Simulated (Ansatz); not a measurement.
The starting structures come from a database of crystals and need not be the phases stable at ambient conditions.

 Where the default PAW files enter, the runs use the earlier of Ansatz's two default sets.

Tunnelling through a barrier is set by its complex band structure: the current falls as exp(−2κd) with the smallest κ.

Given:

```
CELL_PARAMETERS angstrom
      2.88137     0.00000     0.00000
     -1.44068     2.49534     0.00000
      1.44069     0.83178     5.14666
ATOMIC_POSITIONS crystal
  Na 0.00000 0.00000 0.00000
  Co 0.00000 0.50000 0.50000
  O  0.53881 0.76941 0.69178
  O  0.46119 0.23059 0.30822
```

Space group of this cell: R-3m. The cell is taken as given; by PBEsol its mean pressure is -1.2 GPa.

Transport runs along the normal of the first two printed cell vectors, the (001) plane of the conventional cell.

No gap correction and no spin-orbit coupling; mid-gap values are interpolated between computed energies.

Problem. State the band gap and the smallest decay constant κ at mid-gap according to PBEsol (Ansatz, a quantum-chemistry and plane-wave program).

Solution. Gap 0.86 eV on a 12×12×12 mesh; κ = 0.310 1/Å, at (0.250, 0.000) of the in-plane reciprocal vectors. At the zone centre, at the nearest computed energy, the slowest state has κ = 0.64 1/Å.
